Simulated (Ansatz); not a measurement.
Start from AgCl in the rock salt structure (space group Fm-3m, No. 225; a = 5.447 Å). Axes: x, y, z lie along the cube axes.

All numbers come from PBEsol (Ansatz, a first-principles code; PAW; 420 eV plane waves; no spin-orbit coupling).

Before the change:

* **Valley order**: Γ 0.72 eV; X along ⟨100⟩ 2.13 eV
* **Electron mass**: 0.25 mₑ (at Γ)

One thing is altered: uniaxial stress, 5 GPa compression along z; all other stress components relax to zero.

Problem. What happens to the strain response, valley order, electron mass and energy relative to the base?

Solution. The strain response (xx, yy, zz) is (+4.40, +4.40, −7.99) %; the valley order (the lowest conduction-band minima on the path, energy above the VBM, named in the base's zone) changes from Γ 0.72 eV; X along ⟨100⟩ 2.13 eV to Γ 0.52 eV; X along [001] 1.81 eV; X along [100] 1.94 eV; the electron mass becomes 0.21 mₑ along z, 0.30 mₑ across (at Γ) (base: 0.25 mₑ (at Γ)); the energy increases by 23 meV/atom.

The levels and masses belong to the bands next to the band gap. Masses are band curvatures over ±0.01 Å⁻¹ around the edge. Beyond what the load breaks, stability against distortions was not tested.
